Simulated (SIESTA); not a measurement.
**A self-consistent single point of CaCo2Si2 (I4/mmm, 5 atoms in the cell) with SIESTA**

Method: LDA PW92, numerical atomic orbitals DZP, PseudoDojo LDA standard norm-conserving potentials (rewritten from UPF to PSML) in SIESTA.

The input file:

```
# files in the folder: Ca.psml Co.psml Si.psml (PseudoDojo LDA standard)
SystemName  Ca(CoSi)2
SystemLabel ca(cosi)2

NumberOfAtoms                5
NumberOfSpecies              3
%block ChemicalSpeciesLabel
  1 20 Ca
  2 27 Co
  3 14 Si
%endblock ChemicalSpeciesLabel
LatticeConstant              1.0 Ang
%block LatticeVectors
    -1.934449000    1.934449000    4.936769000
     1.934449000   -1.934449000    4.936769000
     1.934449000    1.934449000   -4.936769000
%endblock LatticeVectors
AtomicCoordinatesFormat      Ang
%block AtomicCoordinatesAndAtomicSpecies
     0.000000000    0.000000000    0.000000000  1
     1.934449000    0.000000000    2.468384500  2
    -0.000000000    1.934449000    2.468384500  2
    -0.000000000    0.000000000    6.257354708  3
    -0.000000000    0.000000000    3.616183293  3
%endblock AtomicCoordinatesAndAtomicSpecies

XC.functional                LDA
XC.authors                   PW92
PAO.BasisSize                DZP
PAO.EnergyShift              0.005 Ry
MeshCutoff                   400 Ry
%block kgrid.MonkhorstPack
    8   0   0  0.0
    0   8   0  0.0
    0   0   8  0.0
%endblock kgrid.MonkhorstPack
OccupationFunction           FD
ElectronicTemperature        100.0 meV

MaxSCFIterations             150
SCF.Mixer.Method             Broyden
SCF.Mixer.Weight             0.1
SCF.Mixer.History            8
SCF.DM.Tolerance             1.0E-04
Diag.ParallelOverK           true
WriteForces                  true
Charge.Mulliken              end
```

Output, abridged:

```
reinit: Reading from file input.fdf

reinit: System Name: Ca(CoSi)2
reinit: System Label: ca(cosi)2

coor:   Atomic-coordinates input format  =     Cartesian coordinates
coor:                                          (in Angstroms)

siesta: Atomic coordinates (Bohr) and species
siesta:      0.00000   0.00000   0.00000  1        1
siesta:      3.65558   0.00000   4.66457  2        2
siesta:     -0.00000   3.65558   4.66457  2        3
siesta:     -0.00000   0.00000  11.82469  3        4
siesta:     -0.00000   0.00000   6.83360  3        5

siesta: System type = bulk

initatomlists: Number of atoms, orbitals, and projectors:      5    73    90

siesta: ******************** Simulation parameters ****************************
redata: Spin configuration                          = none
redata: Time-Reversal Symmetry                      = T
redata: Number of Atomic Species                    =        3
redata: Mesh Cutoff                                 =   400.0000 Ry
redata: Net charge of the system                    =     0.0000 |e|
redata: Min. number of SCF Iter                     =        0
redata: Max. number of SCF Iter                     =      150
redata: SCF convergence failure will abort job
redata: SCF mix quantity                            = Hamiltonian
redata: Mix DM or H after convergence               =   F
redata: Recompute H after scf cycle                 =   F
redata: Mix DM in first SCF step                    =   T
redata: No kicks to SCF
redata: DM Mixing Weight for Kicks                  =     0.5000
redata: Require Harris convergence for SCF          =   F
redata: Harris energy tolerance for SCF             =     0.000100 eV
redata: Require DM convergence for SCF              =   T
redata: DM tolerance for SCF                        =     0.000100
redata: Require EDM convergence for SCF             =   F
redata: EDM tolerance for SCF                       =     0.001000 eV
   [... lines left out ...]
diag: Parallel distribution                         =     1 x     1
diag: Used triangular part                          = Lower
diag: Absolute tolerance                            =  0.100E-15
diag: Orthogonalization factor                      =  0.100E-05
diag: Memory factor                                 =  1.0000

superc: Internal auxiliary supercell:     7 x     7 x     9  =     441
superc: Number of atoms, orbitals, and projectors:   2205  32193  39690

                        Single-point calculation

superc: Internal auxiliary supercell:     7 x     7 x     9  =     441
superc: Number of atoms, orbitals, and projectors:   2205  32193  39690

outcell: Unit cell vectors (Ang):
       -1.934449    1.934449    4.936769
        1.934449   -1.934449    4.936769
        1.934449    1.934449   -4.936769

outcell: Cell vector modules (Ang)   :    5.644101    5.644101    5.644101
outcell: Cell angles (23,13,12) (deg):    139.9124    139.9124     57.9863
outcell: Cell volume (Ang**3)        :     73.8954
new_DM -- step:     1
Initializing Density Matrix...

Attempting to read DM from file... Failed...
DM filled with atomic data:

InitMesh: MESH = 60 x 60 x 50 = 180000
InitMesh: Mesh cutoff (required, used) =   400.000   445.171 Ry

stepf: Fermi-Dirac step function
        iscf     Eharris(eV)        E_KS(eV)     FreeEng(eV)     dDmax    Ef(eV) dHmax(eV)
   scf:    1    -9532.743012    -9588.546017    -9588.628152  1.289096 -5.034305 17.447642
   scf:    2    -9605.624982    -9600.740834    -9600.810742  0.334759 -5.768648  3.540060
   scf:    3    -9601.709135    -9601.404831    -9601.480387  0.056797 -5.914786  2.873054
   scf:    4    -9601.915760    -9601.756211    -9601.832583  0.203542 -5.857375  0.583366
   scf:    5    -9601.730260    -9601.757860    -9601.836028  0.012353 -5.886113  0.473300
   scf:    6    -9601.773124    -9601.771960    -9601.850994  0.034968 -5.826628  0.105210
   [... 2 lines left out ...]
   scf:    9    -9601.771877    -9601.771913    -9601.851424  0.000371 -5.831128  0.009015
   scf:   10    -9601.771924    -9601.771919    -9601.851428  0.000261 -5.830732  0.003179
   scf:   11    -9601.771914    -9601.771916    -9601.851429  0.000148 -5.830574  0.001524
   scf:   12    -9601.771904    -9601.771910    -9601.851429  0.000090 -5.830546  0.001116
   scf:   13    -9601.771900    -9601.771905    -9601.851429  0.000079 -5.830524  0.000764
SCF Convergence by DM+H criterion
max |DM_out - DM_in|         :     0.0000792328
max |H_out - H_in|      (eV) :     0.0007635040
SCF cycle converged after 13 iterations

Using DM_out to compute the final energy and forces

siesta: E_KS(eV) =            -9601.7719

siesta: E_KS - E_eggbox =     -9601.7719

siesta: Atomic forces (eV/Ang):
     1   -0.000000   -0.000000   -0.000000
     2    0.000359   -0.000359    0.000000
     3   -0.000359    0.000359   -0.000000
     4    0.000252    0.000252    0.333553
     5   -0.000252   -0.000252   -0.333553
   Tot   -0.000000   -0.000000   -0.000000
   Max    0.333553
   Res    0.121796    sqrt( Sum f_i^2 / 3N )
   Max    0.333553    constrained

Stress tensor Voigt[x,y,z,yz,xz,xy] (kbar):      -12.09      -12.09       -5.32        0.00        0.00       -0.25
(Free)E + p*V (eV/cell)    -9601.3980
Target enthalpy (eV/cell)    -9601.8514

siesta: Program's energy decomposition (eV):
siesta: Ebs     =     -1685.237396
siesta: Eions   =     12280.060263
siesta: Ena     =      1207.391847
siesta: Ekin    =      4142.945267
siesta: Enl     =      -924.861543
siesta: Eso     =         0.000000
siesta: Edftu   =         0.000000
siesta: DEna    =        50.992151
siesta: DUscf   =         1.254619
siesta: DUext   =         0.000000
siesta: Ex      =     -1665.315138
siesta: Ec      =      -134.118845
siesta: Exc     =     -1799.433983
siesta: Eharris =     -9601.771900
siesta: Etot    =     -9601.771905
siesta: FreeEng =     -9601.851429

siesta: Atomic forces (eV/Ang):
siesta:      1   -0.000000   -0.000000   -0.000000
siesta:      2    0.000359   -0.000359    0.000000
siesta:      3   -0.000359    0.000359   -0.000000
siesta:      4    0.000252    0.000252    0.333553
siesta:      5   -0.000252   -0.000252   -0.333553
siesta: ----------------------------------------
siesta:    Tot   -0.000000   -0.000000   -0.000000

siesta: Stress tensor (static) (eV/Ang**3):
siesta:    -0.007545   -0.000159    0.000002
siesta:    -0.000159   -0.007545    0.000002
siesta:     0.000002    0.000002   -0.003320

siesta: Cell volume =         73.895394 Ang**3

siesta: Pressure (static):
   [... lines left out ...]
siesta:           9.83152243          3.45452326  kBar
   [... lines left out ...]
               4px
   1  8.435   1.929  -0.159   0.298   1.981   1.976   1.981   0.206   0.016
              0.206

Species: Co
Atom  Qatom  Qorb
               3s      4s      4s      3py     3pz     3px     4py     4pz
               4px     3dxy    3dyz    3dz2    3dxz    3dx2-y2 3dxy    3dyz
               3dz2    3dxz    3dx2-y2
   2 16.763   1.944   0.226  -0.107   2.005   2.004   2.005   0.309   0.341
              0.309   1.494   1.763   1.732   1.763   1.849  -0.167  -0.169

             -0.193  -0.169  -0.175
   3 16.763   1.944   0.226  -0.107   2.005   2.004   2.005   0.309   0.341
              0.309   1.494   1.763   1.732   1.763   1.849  -0.167  -0.169

             -0.193  -0.169  -0.175

Species: Si
Atom  Qatom  Qorb
               3s      3s      3py     3pz     3px     3py     3pz     3px
               3Pdxy   3Pdyz   3Pdz2   3Pdxz   3Pdx2-y2
   4  5.019   1.268   0.105   1.108   0.946   1.108  -0.041  -0.066  -0.041
              0.139   0.106   0.181   0.106   0.103
   5  5.019   1.268   0.105   1.108   0.946   1.108  -0.041  -0.066  -0.041
              0.139   0.106   0.181   0.106   0.103

mulliken: Qtot =       52.000

Mulliken Atomic Populations:
Atom #   charge [q] valence [e]  Species
     1     1.565273    8.434727  Ca
     2     0.236755   16.763245  Co
     3     0.236755   16.763245  Co
     4    -1.019392    5.019392  Si
     5    -1.019391    5.019391  Si
 Total    -0.000000
```

The run converged in 13 iterations.

The starting cell comes from a database of computed structures (which also holds hypothetical and non-ambient phases and stackings), without a prior relaxation at this level. Its lattice was rescaled by a random factor within 2.5 % of one. Spin polarisation is off. Values carry the incompleteness of an atom-centred basis.

Cost on one core of a shared machine: roughly 60 s.
